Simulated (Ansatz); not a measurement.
Consider CdS in the wurtzite structure (space group P6_3mc, No. 186; a = 4.196 Å, c = 6.830 Å). Axes: x lies along a and z along c of the hexagonal cell.

Level of theory: Ansatz (a first-principles code), PBE, PAW, cutoff 420 eV, scalar-relativistic without spin-orbit coupling.

Strains are applied to the cell and any free atomic positions relax; under biaxial strain the out-of-plane vector relaxes too.

One change was made to it. Results:

```csv
quantity,base,after
gap character,direct at Γ,direct at Γ
shortest interatomic distance,2.565 Å,2.578 Å
band gap,1.11 eV,1.09 eV
width of the top valence band,1.55 eV,1.52 eV
```

Task: What was done to the base?
A) biaxial strain +1.20 %, plane normal [001], relaxed out of plane
B) biaxial strain +2.40 %, plane normal [001], relaxed out of plane
C) biaxial strain +3.00 %, plane normal [001], relaxed out of plane

Result: A, biaxial strain +1.20 %, plane normal [001], relaxed out of plane. For comparison, the band gap in the other runs: biaxial strain +2.40 %, plane normal [001], relaxed out of plane gives 1.02 eV; biaxial strain +3.00 %, plane normal [001], relaxed out of plane gives 0.99 eV.

Whether these cells are dynamically stable was not tested.
